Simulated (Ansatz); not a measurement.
Functionals compared on H on the (111) surface of germanium (2x2 Ge adatom at T4; a constructed slab, bottom: 4 H on 4 bottom sites), one in a cell of 57 Å², started at the site 'top Ge #2', in Ansatz (plane waves, PAW). The structure was relaxed with PBE; the other rows are single points on it, each with its references at the same level. Cutoff 420 eV (500 eV for r2SCAN).

Slab: 38 atoms, 13.7 Å thick at the start with caps and adatoms under the adsorbate (thin: gaps and levels are the slab's own); k 3x3x1, smearing 0.01 eV, dipole-corrected; 20 atoms held, the rest relaxed; start symmetry kept, larger cells not searched; spin-polarised, ending with about 0.8 μB a cell, a value that depends on the mesh; orders that need a larger cell were not tried, no spin-orbit, no U, no dispersion correction. The slab shows no gap over 0.04 eV on its mesh. At the end it is bonded to Ge. In PBE it is, or lies within 0.03 eV of, the lowest of the starts that converged. These notes are the PBE run's. r2SCAN: The program's check for a lower electronic state was not made. Adsorption energies are against ½ H2(g). A negative adsorption energy means that the adsorbate is more stable on the surface than in its reference.

| functional | adsorption energy (eV) | work function of the top face (eV) | change of the work function (eV) | rough cost of the single point |
|---|---|---|---|---|
| PBE | -0.29 | 4.19 | -0.19 | – |
| RPBE | -0.22 | 4.13 | -0.18 | very roughly 12 core-minutes |
| r2SCAN | … | … | … | roughly 20 core-minutes |

Problem. Some entries are withheld; supply them.

Solution. 
- r2SCAN, adsorption energy (eV): -0.50
- r2SCAN, work function of the top face (eV): 4.41
- r2SCAN, change of the work function (eV): -0.16

Ansatz is an electronic-structure program.
